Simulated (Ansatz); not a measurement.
Results of PBEsol (plane waves, PAW; Ansatz, a first-principles code) for fluorite PtAl2.

Settings: plane-wave cutoff 520 eV, 12×12×12 k mesh, Fermi–Dirac smearing 0.1 eV, perturbation theory, force constants from a 4×4×4 q mesh, scalar-relativistic PAW data made under PBE.

Computed at the level's own relaxed cell. Harmonic vibrational thermodynamics at fixed volume:

```csv
T (K),S_vib (J/K per mol of atoms),C_V (J/K per mol of atoms),F_vib (eV/atom)
0,0.00,0.00,0.0390
200,20.61,20.27,0.0199
400,36.03,23.61,-0.0403
600,45.77,24.34,-0.1257
700,49.53,24.49,-0.1751
900,55.71,24.67,-0.2844
1000,58.31,24.72,-0.3435
```

The crystal is taken as a harmonic solid at every temperature: melting, phase changes and thermal expansion are not seen, nor the electrons' share in a metal.
